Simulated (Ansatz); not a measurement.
Structure of amorphous Si$_{20}$B$_{10}$N$_{30}$Hf (periodic cell):

```
HfB10N30Si20
1.0
    9.40506     0.40360    -0.32093
    0.40360     9.03282    -0.41236
   -0.32093    -0.41236     9.22934
Si B N Hf
20 10 30 1
Direct
  0.99369   0.50346   0.94944
  0.15039   0.29330   0.92380
  0.08551   0.57042   0.21676
  0.55323   0.62899   0.59230
  0.19175   0.07274   0.64276
  0.01164   0.16220   0.19262
  0.32895   0.85384   0.88989
  0.04091   0.82630   0.11363
  0.50028   0.31937   0.91542
  0.90374   0.83053   0.41827
  0.30322   0.14888   0.10114
  0.62256   0.65870   0.30779
  0.52201   0.89103   0.08930
  0.93556   0.71775   0.78129
  0.78045   0.15875   0.52177
  0.86805   0.05323   0.93812
  0.30660   0.62281   0.47747
  0.55249   0.19323   0.27355
  0.69659   0.18478   0.07546
  0.87458   0.96213   0.68394
  0.28114   0.16062   0.39468
  0.80719   0.43750   0.68343
  0.10758   0.68642   0.94425
  0.94109   0.16876   0.75554
  0.69158   0.41930   0.42951
  0.53012   0.65505   0.98934
  0.36460   0.58627   0.80759
  0.66223   0.87180   0.53024
  0.82838   0.42608   0.19729
  0.05982   0.06791   0.46042
  0.57100   0.81738   0.62331
  0.70002   0.02234   0.59764
  0.12437   0.13954   0.35463
  0.84633   0.26314   0.18077
  0.33690   0.95704   0.06585
  0.94700   0.79091   0.60315
  0.48081   0.62130   0.40995
  0.70154   0.50131   0.57731
  0.33585   0.13166   0.54077
  0.72797   0.49128   0.30345
  0.47896   0.51850   0.91356
  0.96305   0.99774   0.09902
  0.01450   0.76408   0.27907
  0.30367   0.95812   0.74733
  0.61548   0.03836   0.16545
  0.51269   0.79703   0.91391
  0.72068   0.80043   0.39769
  0.65825   0.26270   0.41787
  0.34060   0.26542   0.96901
  0.09912   0.19045   0.76652
  0.91145   0.03070   0.43570
  0.39439   0.58232   0.65594
  0.24818   0.68795   0.87462
  0.37225   0.19416   0.28115
  0.87699   0.53970   0.79295
  0.91599   0.51274   0.12009
  0.84384   0.27698   0.66619
  0.12953   0.21636   0.08484
  0.83837   0.88409   0.84128
  0.57023   0.70983   0.14000
  0.48495   0.03892   0.68360
```

Methods: PBE, scalar-relativistic without spin-orbit coupling (Ansatz, a program for electronic structure); r2SCAN, scalar-relativistic without spin-orbit coupling (Ansatz); HSE06, scalar-relativistic without spin-orbit coupling (Ansatz). Neutral PBE cell, which sets geometry, pressure and energy: sampling: a 2×2×2 Γ-centred mesh; Fermi-Dirac width 0.02 eV; no spin polarisation. The usual formal charges leave 24 electrons over, so the level spacing at the Fermi energy parts defect or band states and needn't be the band gap. Exact exchange is cut at the faces of this 9 Å cell, which leaves hybrid gaps a finite-size error.

A CHGNet melt-quench gave the starting glass, which DFT then relaxed. N atoms were pushed apart under 1.9 Å during the dynamics, to hinder bonds among them. The hot cell started wider than the set density and was brought back towards it in steps. It is the lowest in DFT energy of 2 quenches. It is a model cell: composition and starting density were chosen by hand, and all elements were melted together. No dispersion term was used. Its density started from a set value of 2.70 and ended at 2.70 g/cm³. The simulated quench (nominally 760 K/ps over its main leg) is rapid and tends to freeze in more defects than a deposited or slowly cooled glass has. One small periodic cell is one sample of the glass; other quenches scatter about these values. The volume was held where the preparation left it and the shape relaxed.

### Question
Give the pressure, the energy against reference phases and the spacing of the highest filled and lowest empty levels.

### Answer

```yaml
Pressure on a 2×2×2 Γ-centred mesh: 1.26 GPa
Largest force and stress component on that mesh (the relaxation ran on the zone centre alone): 0.29 eV/Å and 1.3 GPa
Energy relative to beta Si3N4 + bulk hexagonal BN (AA') + silicon + HfB2 (P6/mmm) (lowest mix at this level among the phases computed, not always the ambient ones): 49.8 kJ/mol of atoms
Level spacing at the Fermi energy on a 2×2×2 Γ-centred mesh (PBE): 0.58 eV
Level spacing at the Fermi energy at the zone centre (PBE): 0.65 eV
Level spacing at the Fermi energy at the zone centre (r2SCAN): 0.73 eV
Level spacing at the Fermi energy at the zone centre (HSE06): 1.25 eV
Distance between the nearest levels spread over more than a fifth of the atoms or a third of the atoms of their main element (six at least) (PBE, zone centre): 0.65 eV
```

### Question
At PBE and the zone centre, how localised are the states just below and above the Fermi level (participation number: the atoms over which a state spreads)?

### Answer
The highest filled state is spread over 14.3 atoms' worth, largest on Si3, with weights by element (charge in smoothed Voronoi cells) Si 0.44, N 0.42, B 0.13. The lowest empty state is spread over 12.0 atoms' worth, largest on Si9, with weights by element (charge in smoothed Voronoi cells) Si 0.57, N 0.29, B 0.07.

Neighbours within Si-Si 2.60 Å, Si-B 2.28 Å, Si-N 2.06 Å, Si-Hf 2.89 Å, B-B 1.97 Å, B-N 1.74 Å, B-Hf 2.60 Å, N-N 1.70 Å, N-Hf 2.71 Å, Hf-Hf 3.34 Å count as bonded. Two cations that share two anions don't count as bonded, nor two that share one unless they lie closer than Si-Si 2.38 Å, Si-B 2.09 Å, Si-Hf 2.81 Å, B-B 1.80 Å, B-Hf 2.53 Å, Hf-Hf 3.25 Å.

A PBE run started with 1 μB on atoms that lack a bond or may hold spare charge lost its moments; other starts weren't tried.
